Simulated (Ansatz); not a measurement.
Start from MgO in the rock salt structure (space group Fm-3m, No. 225; a = 4.254 Å).

Computed with PBE (Ansatz, a first-principles code), no spin-orbit coupling.

Strains are applied to the cell and any free atomic positions relax.

One change was made to it. Results:

The energy goes up by 9.5 meV/atom; the hole mass (degenerate bands, along [100]) goes from 0.38, 2.2, 2.2 mₑ (at Γ) to 0.40, 2.1, 2.1 mₑ (at Γ); the mean gap deformation potential ΔEg/Δln V is -9.6 eV; the electron mass changes from 0.34 mₑ (at Γ) to 0.35 mₑ (at Γ).

Name the change that was made.
(A) isotropic strain +2.00 %
(B) isotropic strain −2.00 %
(C) isotropic strain −1.50 %

C, isotropic strain −1.50 %. For comparison, the energy relative to the base in the other runs: isotropic strain +2.00 % gives +15 meV/atom; isotropic strain −2.00 % gives +17 meV/atom.

Masses are band curvatures over ±0.01 Å⁻¹ around the edge. No phonon test of stability was made.
